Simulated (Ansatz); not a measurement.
Surface: Si(111) 1x1 surface, 6 top atoms, 3 bilayers, bottom bilayer H-capped and fixed, every top atom capped by H; cell 11.5 x 6.6 Å; two neighbouring H replaced by OH; about 7 Å thick over the host's atoms, 18 atoms held. These are PBE-D3(BJ) (plane waves to 420 eV, PAW; Ansatz, a program for electronic structure) values and carry that method's errors. Sampling: 1x2x1 k points. The slab states were run without spin polarisation. Slab thickness, cell and mesh are as stated and are not converged limits. Energies are static: no zero-point or thermal part. Each state was relaxed from one prepared geometry.

End state of this step: the surface fragment of BF3 exchanges a second ligand with a neighbouring O-H group. Atoms near the product:

| atom | x (Å) | y (Å) | z (Å) |
|---|---|---|---|
| Si(0) | 0.012 | 0.038 | 9.571 |
| Si(1) | 2.081 | 3.352 | 9.441 |
| Si(2) | 1.919 | 1.119 | 8.741 |
| Si(3) | 0.041 | 4.431 | 8.883 |
| H(14) | 0.034 | 0.088 | 11.067 |
| Si(31) | -1.913 | 3.324 | 9.602 |
| H(45) | -1.955 | 3.306 | 11.097 |
| O(48) | 2.603 | 3.347 | 11.083 |
| H(49) | 1.246 | 2.936 | 12.004 |
| B(a0) | 3.860 | 3.378 | 11.680 |
| F(a2) | 0.355 | 2.654 | 12.205 |
| F(a3) | 3.846 | 3.406 | 13.017 |

### Question
What energy does it take to move HF into the gas, one a cell, with the surface relaxed behind it, and what are its closest contacts before it leaves?

### Answer
0.38 eV. Its closest contacts to the rest of the cell: H(49)...O(48) 1.69 Å, F(a2)...O(48) 2.61 Å, F(a2)...H(45) 2.64 Å.
